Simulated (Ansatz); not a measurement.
Effective masses and thermopower of BP (F-43m)

Given:

```
CELL_PARAMETERS angstrom
      0.00000     2.25140     2.25140
      2.25140     0.00000     2.25140
      2.25140     2.25140     0.00000
ATOMIC_POSITIONS crystal
  B  0.00000 0.00000 0.00000
  P  0.25000 0.25000 0.25000
```

Level of theory: PBEsol with spin-orbit coupling, rigid bands (plane waves, PAW; Ansatz, an electronic-structure program). Condition of this run: hydrostatic pressure 2 GPa (the target of the relaxation). Geometry: cell and atoms relaxed with PBEsol, then loaded as said.

```json
{
  "band_gap": "1.08 eV",
  "electron conductivity mass (300 K, dilute)": "0.33 mₑ",
  "hole conductivity mass (300 K, dilute)": "0.42 mₑ",
  "effective density of states N_c (300 K)": "4.1e19 cm⁻³",
  "effective density of states N_v (300 K)": "2.5e19 cm⁻³",
  "density_of_states_mass_electrons": "1.39 mₑ",
  "density_of_states_mass_holes": "1.00 mₑ",
  "Seebeck coefficient, n-type 1e19 cm⁻³, 300 K": "-337 μV/K",
  "best n-type power factor at 300 K for τ = 10 fs (best axis; densities from 1e16 to 1e21 cm⁻³ tried, whether or not they can be reached)": "19.7 μW/(cm·K²) at 1e20 cm⁻³",
  "Seebeck coefficient, p-type 1e19 cm⁻³, 300 K": "327 μV/K",
  "best p-type power factor at 300 K for τ = 10 fs (best axis; densities from 1e16 to 1e21 cm⁻³ tried, whether or not they can be reached)": "15.0 μW/(cm·K²) at 1e20 cm⁻³"
}
```

Rigid bands; masses and Seebeck coefficients take one relaxation time τ for all states and one kind of carrier; polarons and phonon drag are left out.
